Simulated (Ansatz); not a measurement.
An Ansatz (a program for electronic structure) run: GaSb with a change (biaxial strain −0.42 %, plane normal [111], relaxed out of plane); r2SCAN (Ansatz), no spin-orbit coupling.

Input:

Ansatz 0.2 input:
```yaml
crystal:
  lattice:
    - [4.3180246068, 0, 0]
    - [2.1590123034, 3.7395190037, 0]
    - [2.1590123034, -1.2465063346, 3.5479576197]
  atoms:
    - { symbol: Ga, position: [0, 0, 0] }
    - { symbol: Sb, position: [0.5, 0.25, 0.75] }
basis: { ecutwfc: 500, ecutrho_ratio: 4, xc_grid: 4, fft_grid_basis: typed }
kpoints: { mp_grid: { grid: [13, 13, 13] } }
hamiltonian:
  xc: r2scan
  dispersion: none
  pseudopotentials: { kind: paw }
scf: { occupations: { method: fermi_dirac, width: 0.05 } }
relax: { f_tol: 0.005, max_steps: 50, cell: { stress_tol: 0.01, fix: [a, b, gamma] } }
output: { forces: true, stress: true }
checkpoint: { write: state.ck, write_every: 1000 }
```

Output (explanatory and most iteration lines left out):

```
Relaxation: its limit of steps is 50 (relax.max_steps)
Pseudopotential: Ga, paw, valence charge 13
Pseudopotential: Sb, paw, valence charge 15
Crystal: 2 atoms, lattice volume = 57.290 Å³
Basis set: ecut = 500 eV, 1459 PW (Γ), exchange–correlation on 128×128×128 points (64 copies of the dense FFT grid, shifted against one another)
Bands: 18, of which v1, the nominal top of the filled ones, is band 14 counted from 1 (13 counted from 0)
Symmetry: 6 space group operations
Space group: R3m (ITA 160), of the structure as read, at distance tolerance 3.9e-5 Å
k-points: 231 of 2197 (time reversal used)
Functional: x = r2scan, c = r2scan; τ floored in thin density (d = 2e-4 eV/Å³)
SCF iter   1: F=—  HF=-10289.857635 eV  |F-HF|=—  |Δ(HF+E_count)|=         —  Δρ=7.60e-3  dr2=1.47e-2  dr2_τ=3.21e-3  ethr=1.77e-3  ⟨swp⟩=6.0  Hψ=21764  notcnv=0
SCF iter   2: F=—  HF=-10289.865512 eV  |F-HF|=—  |Δ(HF+E_count)|=   7.88e-3  Δρ=1.98e-3  dr2=1.95e-3  dr2_τ=3.83e-5  ethr=5.25e-5  ⟨swp⟩=2.0  Hψ=9014  notcnv=0
SCF 1 converged in 6 iterations: F = -10289.865044 eV  dr2 = 1.56e-8
relax step   1: F+E_penalty+E_count = -10289.86504369 eV  Δ(F+E_penalty+E_count) = +0.000e0 eV  max|allowed force component| = 4.986e-2 eV/Å  Δτ_max = 0.0000 Å  P = +0.354 GPa  Ω = 57.290 Å³  fix = [a, b, gamma]  reactions: a +0.607, b +0.607 GPa  (6 SCF iters, dr2 threshold 1.00e-7 eV, accepted)
[... steps on the carried basis left out ...]
relax step   3: F+E_penalty+E_count = -10289.86520033 eV  Δ(F+E_penalty+E_count) = -1.156e-4 eV  max|allowed force component| = 3.884e-4 eV/Å  Δτ_max = 0.0028 Å  P = +0.360 GPa  Ω = 57.280 Å³  energy of the carried Pulay correction = +1.858e-6 eV  fix = [a, b, gamma]  reactions: a +0.542, b +0.542 GPa  (4 SCF iters, dr2 threshold 1.09e-7 eV, accepted)
Crystal: 2 atoms, lattice volume = 57.280 Å³
SCF iter   1: F=—  HF=-10289.865196 eV  |F-HF|=—  |Δ(HF+E_count)|=         —  Δρ=6.64e-6  dr2=2.50e-8  dr2_τ=1.85e-9  ethr=3.20e-7  ⟨swp⟩=3.0  Hψ=32200  notcnv=0
SCF iter   2: F=—  HF=-10289.865199 eV  |F-HF|=—  |Δ(HF+E_count)|=   2.74e-6  Δρ=2.61e-6  dr2=3.75e-9  dr2_τ=2.31e-10  ethr=8.91e-11  ⟨swp⟩=2.9  Hψ=8255  notcnv=0
SCF 4 converged in 6 iterations: F = -10289.865199 eV  dr2 = 7.72e-14
SCF converged after 6 iterations
Free energy (F): -10289.865199 eV
Internal energy: -10289.865184 eV  (E = F + TS)
E sigma→0 (E₀):  -10289.865191 eV
Entropy (-TS):   -0.000015 eV (-0.008 meV/atom)
Fermi energy:    7.788006 eV
--- Forces (eV/Å), atoms counted from 1 ---
  atom   1  Ga     0.00000000    -0.00000000     0.00037741
  atom   2  Sb    -0.00000000     0.00000000    -0.00037750
--- Stress (GPa, compression-positive) ---
        0.541886      -0.000000       0.000000
        0.000000       0.541886       0.000000
        0.000000       0.000000      -0.002731
  P = ⅓ Tr σ = 0.3603 GPa (3.603 kbar)
--- Relaxed structure (3 steps of the walk, 3 accepted, 1 SCFs on fresh bases) ---
  cell:  # Å, volume = 57.2802 Å³
    - [4.318024606825916, 3.9406575550409e-43, 1.7859461024813492e-54]
    - [2.159012303412958, 3.739519003677556, 1.7566683365093575e-11]
    - [2.159012303412958, -1.2465063345758491, 3.547346960909234]
  atoms:
    - { symbol: Ga, position: [-0.0005592953338329847, 0.00027964766691649236, 0.0008389430007494771] }
    - { symbol: Sb, position: [0.5005592953338329, 0.2497203523330835, 0.7491610569992505] }
```

Spin-orbit coupling, missing from the scalar runs, can matter with Sb. Stability against distortions was not tested. The cell was made from GaSb in the zinc blende structure (space group F-43m, No. 216) by this change: biaxial strain −0.42 %, plane normal [111], relaxed out of plane.
